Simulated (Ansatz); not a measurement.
NiGe2 (Cmce, No. 64, 12 atoms in the cell; start mp-29900): properties by level of theory

```json
[
 {"level (code)": "PBEsol (Ansatz)", "equilibrium volume per atom (Å³/atom)": "14.65", "enthalpy of formation (eV/atom)": "-0.235"},
 {"level (code)": "r²SCAN-D4 (Ansatz)", "equilibrium volume per atom (Å³/atom)": "14.63", "enthalpy of formation (eV/atom)": "-0.108"},
 {"level (code)": "r²SCAN+rVV10 (Ansatz)", "equilibrium volume per atom (Å³/atom)": "14.64", "enthalpy of formation (eV/atom)": "?"}
]
```

### Question
What belongs in the gaps?

### Answer

- r²SCAN+rVV10 (Ansatz, a quantum-chemistry and plane-wave program), enthalpy of formation (eV/atom): -0.114

Caveats: the relaxation could not lower the start's symmetry, so the cell can be a saddle point above a distorted one (PBEsol, r²SCAN-D4, r²SCAN+rVV10). Ansatz's density-functional and Hartree–Fock values are scalar-relativistic unless marked +SOC, with PAW data made under PBE.

The crystal itself was run without spin with PBEsol, r²SCAN-D4, r²SCAN+rVV10; a magnetic state was not tried in these runs.

The computed numbers hold no vibrational or temperature effects.

A start named mp-… is a Materials Project structure, which need not be a measured phase.
